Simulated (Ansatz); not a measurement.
The starting structures come from a database of crystals and need not be the phases stable at ambient conditions.

Tunnelling through a barrier is set by its complex band structure: the current falls as exp(−2κd) with the smallest κ.

```yaml
crystal:
  lattice:
    - [4.33092, 0.00000, 0.00000]
    - [0.00000, 9.93562, 0.00000]
    - [0.00000, 0.00000, 6.25391]
  atoms:
    - { symbol: Sn, position: [0.25000, 0.58711, 0.28198] }
    - { symbol: Sn, position: [0.75000, 0.41289, 0.71802] }
    - { symbol: Sn, position: [0.75000, 0.08711, 0.21802] }
    - { symbol: Sn, position: [0.25000, 0.91289, 0.78198] }
    - { symbol: Cl, position: [0.25000, 0.35575, 0.09275] }
    - { symbol: Cl, position: [0.75000, 0.64425, 0.90725] }
    - { symbol: Cl, position: [0.75000, 0.85575, 0.40725] }
    - { symbol: Cl, position: [0.25000, 0.14425, 0.59275] }
    - { symbol: F, position: [0.25000, 0.01487, 0.10867] }
    - { symbol: F, position: [0.75000, 0.98513, 0.89133] }
    - { symbol: F, position: [0.75000, 0.51487, 0.39133] }
    - { symbol: F, position: [0.25000, 0.48513, 0.60867] }
```

Space group of this cell: Pnma. The cell was relaxed by PBE-D3(BJ); by r2SCAN its mean pressure is -0.9 GPa.

Transport runs along the normal of the first two printed cell vectors.

The gap is the functional's own. No spin-orbit coupling. Mid-gap values are interpolated on the energy grid.

Problem. Compute, with Ansatz (an electronic-structure program) with r2SCAN, the band gap and the smallest decay constant κ at mid-gap.

Solution. Gap 3.66 eV on a 8×4×6 mesh; κ = 0.416 1/Å, at (0.375, 0.000) of the in-plane reciprocal vectors. At the zone centre, at the nearest computed energy, the slowest state has κ = 0.43 1/Å.
